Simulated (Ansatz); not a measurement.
The structure below was relaxed with Kohn–Sham DFT with the PBE functional, run in Ansatz (a program for electronic structure) with PAW and 420 eV plane waves, no spin-orbit coupling, at pressure 9 GPa.

Space group P6₃mc (No. 186); a = 3.7096 Å, b = 3.7096 Å, c = 6.1079 Å, α = 90.00°, β = 90.00°, γ = 120.00°

```csv
atom,site,symmetry,x,y,z
Zn,2b,3m.,0.3333,0.6667,0.0010
S,2b,3m.,0.3333,0.6667,0.3740
```

Task: Write out a cell with all atoms.

Result: 
```
ZnS
1.0
    3.70963     0.00000     0.00000
   -1.85481     3.21263     0.00000
    0.00000     0.00000     6.10793
Zn S
2 2
Direct
  0.33333   0.66667   0.00096
  0.66667   0.33333   0.50096
  0.33333   0.66667   0.37404
  0.66667   0.33333   0.87404
```
This is the conventional cell.

Load acts through the strain it causes; cell and atoms are relaxed under it. No phonon test of stability was made. Tetrahedral semiconductors of this kind turn to denser phases somewhere between about 1 and 50 GPa; those were not computed, so compressed cells here can lie past the real transition. The cell was made from ZnS in the wurtzite structure (space group P6_3mc, No. 186) by this change: pressure 9 GPa.
